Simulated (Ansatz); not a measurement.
```xyz
2
Lattice="2.9656 0.0000 0.0000 0.0000 2.9656 0.0000 1.4828 -1.4828 2.0970" Properties=species:S:1:pos:R:3 pbc="T T T"
Mg     0.0000     0.0000     0.0000
O      1.4828     1.4828     0.0000
```

Space group of this cell: Fm-3m, rock salt. The cell is taken as given; by r2SCAN its mean pressure is 1.3 GPa.

The numbers are results of r2SCAN (plane waves, PAW; Ansatz, an electronic-structure program), not measurements.

The current runs along the normal of the first two printed vectors; no spin-orbit coupling. Scaled by the factor s: the length along the current (ions clamped). Meshes 14×14×14 and 10×10 across the current in all rows.

```csv
s,mean pressure (GPa),band gap (eV)
0.97,7.2,?
1.00,1.3,5.76
1.03,-3.2,5.42
```

Take the slope of the band gap against ln s from the two given rows, extrapolate to s = 0.97, and say what the run there gives.

Slope = (5.42 − 5.76) / ln 1.03 = -11.5 eV. The line gives 5.76 + (-11.5) × ln 0.97 = 6.11 eV. The run gives 6.05 eV, 0.06 eV under the line, 17 % of the predicted step.
